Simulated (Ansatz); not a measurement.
Take CdSe in the zinc blende structure (space group F-43m, No. 216; a = 6.007 Å) as the base. Axes: x, y, z lie along the cube axes.

All numbers come from Ansatz (a program for electronic structure), LDA, PAW, cutoff 420 eV, without spin-orbit coupling.

Before the change:

- Valence-band top at Γ: 0.00, 0.00, 0.00 eV
- Gap character: direct at Γ
- Band gap: 0.41 eV
- Pressure: 0.00 GPa

Modification: tensile biaxial strain of 2.50 % in the plane normal to [001], as in epitaxy on a mismatched substrate; the out-of-plane cell vector and the atoms relax.

Question: Estimate the effect on the valence-band top at Γ.

Answer: The valence-band top at Γ (three highest levels, from the VBM) goes from 0.00, 0.00, 0.00 eV to 0.00, -0.18, -0.18 eV.

Question: How does this affect the gap character?

Answer: The gap character stays direct at Γ.

Question: How does this affect the band gap?

Answer: The band gap drops by 0.15 eV to 0.26 eV.

Question: Predict the new pressure.

Answer: The pressure (mean of the normal stresses, compression positive) goes from zero to -0.71 GPa.

Stability against distortions was not tested. A zero or small gap of CdSe under biaxial strain +2.50 %, plane normal [001], relaxed out of plane can be the functional's error rather than a property of the material. Labels are those of the standard path for the cell's own space group.
